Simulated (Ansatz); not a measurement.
A calculation on rock-salt TaC returned lattice constant a 4.414 Å, bulk modulus 359 GPa.

For reference: lattice constant a 4.456 Å (measured, 300 K, not corrected to a static lattice; as tabulated in Wikipedia's data pages); bulk modulus 305 ± 5 GPa (measured, room temperature, not corrected to a static lattice, our sources range from 305 to 345; as tabulated in Speziale et al., equation of state of TaC (DESY record 425561)).

**Question.** Which level of theory produced these numbers?
A. rVV10 (Ansatz, a program for electronic structure)
B. LDA (Ansatz)
C. revPBE (Ansatz)
D. PBE+SOC (Ansatz)

**Answer.** B, LDA (Ansatz)

The others give: PBE+SOC 4.474 Å, 324 GPa; revPBE 4.490 Å, 316 GPa; rVV10 4.502 Å, 311 GPa.

Unless a cell is named, each level is at its own relaxed cell (LDA 10.75, PBE+SOC 11.19, revPBE 11.31, rVV10 11.40 Å³/atom).

Ansatz's density-functional and Hartree–Fock values are scalar-relativistic unless marked +SOC, with PAW data made under PBE.
